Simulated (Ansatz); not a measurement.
Input and output of a self-consistent single point for HfSi (Pnma, 8 atoms in the cell) (Ansatz, a program for electronic structure)

Computed with LDA (PW92), default PAW files made with PBE (plane waves; Ansatz).

Input:

Ansatz 0.2 input:
```yaml
# HfSi
crystal:
  lattice:
    - [6.84181300, 0.00000000, 0.00000000]
    - [0.00000000, 3.75692500, 0.00000000]
    - [0.00000000, 0.00000000, 5.20778000]
  atoms:
    - { symbol: Hf, position: [0.67514000, 0.25000000, 0.37439000] }
    - { symbol: Hf, position: [0.32486000, 0.75000000, 0.62561000] }
    - { symbol: Hf, position: [0.82486000, 0.75000000, 0.87439000] }
    - { symbol: Hf, position: [0.17514000, 0.25000000, 0.12561000] }
    - { symbol: Si, position: [0.54312000, 0.25000000, 0.86087000] }
    - { symbol: Si, position: [0.45688000, 0.75000000, 0.13913000] }
    - { symbol: Si, position: [0.95688000, 0.75000000, 0.36087000] }
    - { symbol: Si, position: [0.04312000, 0.25000000, 0.63913000] }
basis:
  ecutwfc: 420.0
kpoints:
  mp_grid:
    grid: [3, 7, 5]
hamiltonian:
  xc: lda
  pseudopotentials:
    kind: paw
scf:
  occupations:
    method: gaussian
    width: 0.1
output:
  forces: true
  eigenvalues: true
  stress: true
```

Output, abridged:

```
WARN ansatz: RAYON_NUM_THREADS=1 ignored (pool sized by the plan → 1); use --threads N
Pseudopotentials: kind: paw
Pseudopotential: Hf, paw, valence charge 26
Pseudopotential: Si, paw, valence charge 4
Crystal: 8 atoms, lattice volume = 133.862 Å³
Basis set: ecut = 420 eV, 2631 PW (Γ)
Bands: 72, of which v1, the nominal top of the filled ones, is band 60 counted from 1 (59 counted from 0)
Symmetry: 8 space group operations
Space group: Pnma (ITA 62), of the structure as read, at distance tolerance 5.1e-5 Å
k-points: 24 of 105
PAW frozen core: Hf, regenerated for the run's functional, and the local potential with it
PAW frozen core: Si, regenerated for the run's functional, and the local potential with it
Initial density: superposition of atomic densities (neutral atoms: chi_scale 0, normalization atom), corrected by the library's trained network
Initial wavefunctions: pseudopotential atomic-orbital guess
Eigensolver: davidson
Functional: x = slater, c = lda
SCF iter   1: F=—  HF=-64349.246994 eV  |F-HF|=—  |Δ(HF+E_count)|=         —  Δρ=6.13e-3  dr2=7.11e-2  ethr=1.77e-3  ⟨swp⟩=5.8  Hψ=6065  notcnv=0
all-band conjugate gradients solve this SCF's bands
preconditioner: auto → Resta (q_TF=auto, 2.679 Å⁻¹)
SCF iter   2: F=—  HF=-64349.232319 eV  |F-HF|=—  |Δ(HF+E_count)|=   1.47e-2  Δρ=3.34e-3  dr2=1.33e-2  ethr=5.92e-5  ⟨swp⟩=2.2  Hψ=2482  notcnv=0
SCF iter   3: F=—  HF=-64349.230080 eV  |F-HF|=—  |Δ(HF+E_count)|=   2.24e-3  Δρ=1.09e-3  dr2=1.48e-3  ethr=1.11e-5  ⟨swp⟩=2.0  Hψ=2653  notcnv=0
SCF iter   4: F=—  HF=-64349.228925 eV  |F-HF|=—  |Δ(HF+E_count)|=   1.16e-3  Δρ=4.61e-4  dr2=1.97e-4  ethr=1.23e-6  ⟨swp⟩=2.0  Hψ=3039  notcnv=0
SCF iter   5: F=—  HF=-64349.228909 eV  |F-HF|=—  |Δ(HF+E_count)|=   1.63e-5  Δρ=5.02e-5  dr2=4.87e-6  ethr=1.64e-7  ⟨swp⟩=2.0  Hψ=1981  notcnv=0
SCF iter   6: F=—  HF=-64349.228901 eV  |F-HF|=—  |Δ(HF+E_count)|=   7.98e-6  Δρ=9.97e-6  dr2=1.43e-7  ethr=4.06e-9  ⟨swp⟩=2.0  Hψ=2657  notcnv=0
SCF iter   7: F=-64349.228901 eV  HF=-64349.228901 eV  |F-HF|=1.32e-8  |Δ(HF+E_count)|=   6.85e-9  Δρ=2.75e-6  dr2=1.34e-8  ethr=8.33e-11  ⟨swp⟩=9.5  Hψ=7782  notcnv=0
SCF 1 converged in 7 iterations: F = -64349.228901 eV  dr2 = 1.34e-8
SCF converged after 7 iterations
Free energy (F): -64349.228901 eV
Harris-Foulkes:  -64349.228901 eV  (|F-HF|=1.32e-8)
Internal energy: -64349.222702 eV  (E = F + TS)
E sigma→0 (E₀):  -64349.225802 eV
Entropy (-TS):   -0.006199 eV (-0.775 meV/atom)
Fermi energy:    17.729920 eV
--- Per-component energies (eV) ---
  E_band       = 92.249402
  E_kinetic    = 1874.710026
  E_local      = -23060.699049  (includes V_loc(G=0)·N_el)
  E_nonlocal   = -4824.715124
  E_hartree    = 10858.226998
  E_xc         = -1417.729106
  E_vxc        = -1266.127352  (∫ρ·V_xc dr)
  E_paw        = -28685.531786  (= ΣΔE_a)
  E_vpaw       = 5652.631596  (= ΣTr[D̂ρ^β])
  E_aug_tail   = 0.000017  (compensation charges beyond the density's cutoff)
  E_ewald      = -19103.650971
  E_core_change = 10.166293  (= ΣΔE_core)
  E_smearing   = -0.006199  (= −TS)
  E_closure    = 0.000000  (closes the sum)
  Σ components = -64349.228901   (vs F -64349.228901, Δ=0.00e0)
--- Forces (eV/Å), atoms counted from 1 ---
  atom   1  Hf    -0.00421897    -0.00000000     0.00212709
  atom   2  Hf     0.00421897     0.00000000    -0.00212709
  atom   3  Hf     0.00421897     0.00000000     0.00212709
  atom   4  Hf    -0.00421897    -0.00000000    -0.00212709
  atom   5  Si     0.07428227     0.00000000    -0.13313292
  atom   6  Si    -0.07428227     0.00000000     0.13313292
  atom   7  Si    -0.07428227     0.00000000    -0.13313292
  atom   8  Si     0.07428227     0.00000000     0.13313292
  max |Σ_I F_I| component: 2.78e-17 eV/Å
--- Stress (GPa, compression-positive) ---
       -4.473888       0.000000       0.000000
        0.000000      -4.728800       0.000000
        0.000000       0.000000      -3.985150
  P = ⅓ Tr σ = -4.3959 GPa (-43.959 kbar)
  The stress holds the Pulay correction. Without it, at fixed plane waves, as pw.x and ABINIT print it: P = -4.4362 GPa
--- Band table (eV; the first three rows and the last of 24) ---
  k-point 0: bands = ["-44.1236", "-44.1092", "-44.1021", "-44.0937", "-13.0147", "-13.0129", "-12.9705", "-12.8963", "-12.8895", "-12.8706", "-12.8116", "-12.7622", "-12.7121", "-12.7016", "-12.7012", "-12.6369", "5.4809", "5.8142", "5.8249", [...]
  k-point 1: bands = ["-44.1216", "-44.1076", "-44.1042", "-44.0951", "-13.0429", "-12.9777", "-12.9379", "-12.9249", "-12.8836", "-12.8466", "-12.8011", "-12.7751", "-12.7320", "-12.7121", "-12.7000", "-12.6517", "5.6474", "5.8134", "5.8239", [...]
  k-point 2: bands = ["-44.1163", "-44.1097", "-44.1037", "-44.0988", "-13.0379", "-12.9973", "-12.9207", "-12.8618", "-12.8503", "-12.8484", "-12.8089", "-12.7811", "-12.7737", "-12.7397", "-12.6951", "-12.6797", "5.8046", "5.8160", "5.8169", [...]
  k-point 23: bands = ["-44.1073", "-44.1062", "-44.1040", "-44.1035", "-13.0285", "-13.0171", "-12.9987", "-12.9881", "-12.8959", "-12.8831", "-12.8178", "-12.8068", "-12.7275", "-12.7222", "-12.6909", "-12.6816", "5.8216", "5.8236", "5.8246", [...]
```

The run converged in 7 iterations.

The starting cell comes from a database of computed structures (which also holds hypothetical and non-ambient phases and stackings), without a prior relaxation at this level. Its lattice was rescaled by up to half a per cent. Spin-orbit coupling is off. With a pressure of about -4 GPa the cell is away from its equilibrium volume at this level. Ansatz's pressure includes its estimate of the finite-basis (Pulay) stress.
